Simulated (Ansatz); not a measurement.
Carrier properties of SnO2 under load (space group P4_2/mnm)

Given:

```yaml
crystal:
  lattice:
    - [4.70604, 0.00000, 0.00000]
    - [0.00000, 4.70604, 0.00000]
    - [0.00000, 0.00000, 3.24381]
  atoms:
    - { symbol: Sn, position: [0.00000, 0.00000, 0.00000] }
    - { symbol: Sn, position: [0.50000, 0.50000, 0.50000] }
    - { symbol: O, position: [0.30649, 0.30649, 0.00000] }
    - { symbol: O, position: [0.69351, 0.69351, 0.00000] }
    - { symbol: O, position: [0.80649, 0.19351, 0.50000] }
    - { symbol: O, position: [0.19351, 0.80649, 0.50000] }
```

Method: r2SCAN, rigid bands (plane waves, PAW, scalar-relativistic; Ansatz, an electronic-structure program). Condition of this run: biaxial stress in the c plane of 4 GPa (compression positive) (the target of the relaxation). How the cell was made: cell and atoms relaxed with PBEsol, then loaded as said.

- band gap: 1.81 eV
- electron conductivity mass (300 K, dilute): 0.23 (x), 0.23 (y), 0.199 (z) mₑ
- hole conductivity mass (300 K, dilute): 1.48 (x), 1.48 (y), 1.83 (z) mₑ
- effective density of states N_c (300 K): 2.4e18 cm⁻³
- effective density of states N_v (300 K): 4.7e19 cm⁻³
- density-of-states mass, electrons: 0.21 mₑ
- density-of-states mass, holes: 1.52 mₑ
- Seebeck coefficient, n-type 1e19 cm⁻³, 300 K: -124 μV/K
- best n-type power factor at 300 K for τ = 10 fs (best axis; densities from 1e16 to 1e21 cm⁻³ tried, whether or not they can be reached): 2.1 μW/(cm·K²) at 1e19 cm⁻³
- Seebeck coefficient, p-type 1e19 cm⁻³, 300 K: 347 μV/K
- best p-type power factor at 300 K for τ = 10 fs (best axis; densities from 1e16 to 1e21 cm⁻³ tried, whether or not they can be reached): 4.9 μW/(cm·K²) at 1e20 cm⁻³

Rigid bands; masses and Seebeck coefficients take one relaxation time τ for all states and one kind of carrier; polarons and phonon drag are left out. Spin-orbit coupling is left out; where it splits the top of the valence band, N_v and the p-type Seebeck coefficient come out somewhat high without it. Geometry: cell and atoms relaxed with PBEsol.
